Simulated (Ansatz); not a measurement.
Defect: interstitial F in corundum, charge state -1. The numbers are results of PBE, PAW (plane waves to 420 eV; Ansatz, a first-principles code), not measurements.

120-site cell at the relaxed PBE lattice, the Γ point alone, smearing 0.01 eV, spin-restricted, no finite-size correction. No zero-point or tunnelling terms. The charge state is imposed; whether it is stable for some Fermi level was not computed. Sites that were not tried may lie lower.

Barriers: single points on a 2×2×2 k-point mesh shifted by half a step along c at the bands' geometries.

The step: a concerted move, in which F travels most; the atom moves 3.53 Å along (0.33, 0.67, 0.17) of the unit cell; the moving atom starts with neighbours 2 Al at 1.81; 6 O at 2.21 Å and ends with 2 Al at 1.81; 6 O at 2.21 Å.

Give the migration barrier of this step at the level PBE, PAW.

2.23 eV, the same both ways. At the saddle the moving atom has neighbours 2 Al at 1.95, 2 Al at 1.97; 2 O at 2.06, O at 2.17, 2 O at 2.32 Å. The program found a first-order saddle point.
